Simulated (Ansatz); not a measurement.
Take MoSi$_{2}$ (space group I4/mmm, No. 139; a = 3.217 Å, c = 7.873 Å) as the base.

All numbers come from plane-wave PAW DFT at the PBE level (Ansatz, an electronic-structure program, 420 eV), no spin-orbit coupling.

Base values:

| Quantity | Result |
|---|---|
| Lattice parameter a | 3.217 Å |

The change: a hydrostatic pressure of 2.1 GPa.

**Question.** Predict the new lattice parameter a.

**Answer.** The lattice parameter a falls by 0.0114 Å to 3.205 Å.

Load acts through the strain it causes; cell and atoms are relaxed under it. Whether these cells are dynamically stable was not tested. The final runs are not spin-polarised.
